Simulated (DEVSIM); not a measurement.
Structure: Al/Al2O3/n-Si capacitor, at 300 K.

```tsv
layer (left to right)	material	thickness (nm)	Nd (cm⁻³)
1	Al2O3	19.0	-
2	Si	14000	1.6e15
```

Metal gate on the left, work function 4.1 eV. Fixed charge at the semiconductor interface 0 cm⁻² (in units of +e); no interface traps.

Constants are typed, rounded textbook-type inputs, not results; the design itself was drawn at random and stands for no fabricated device. Values at 300 K; Nc and Nv go as T^1.5, mobilities as T to minus their exponent, the gap by Varshni's rule with the affinity fixed.

```tsv
parameter	Al2O3	Si
gap (eV)	6.8	1.124
affinity (eV)	1.35	4.05
permittivity	9	11.7
Nc (cm⁻³)	-	2.86e19
Nv (cm⁻³)	-	3.1e19
Varshni α (eV/K)	-	0.000473
Varshni β (K)	-	636
```

Simulated with DEVSIM: 1D Poisson equation in equilibrium, Boltzmann statistics, complete ionisation; no quantum confinement or tunnelling. Metal contacts follow the ideal Schottky-Mott rule: no Fermi-level pinning, no interface dipoles.

The temperature was swept, all else fixed.

```tsv
temperature (K)	flat-band voltage (V)	threshold voltage (band bending 2φF) (V)	minimum of the low-frequency capacitance (μF/cm²)
250	-0.16	-0.92	0.0146
300	-0.20	-0.86	0.0167
350	-0.25	-0.80	0.0186
400	-0.30	-0.73	0.0231
450	-0.35	-0.65	0.0309
500	-0.40	-0.58	0.0468
```

From the first row to the last the flat-band voltage goes from -0.16 to -0.40. From the first row to the last the threshold voltage (band bending 2φF) goes from -0.92 to -0.58.
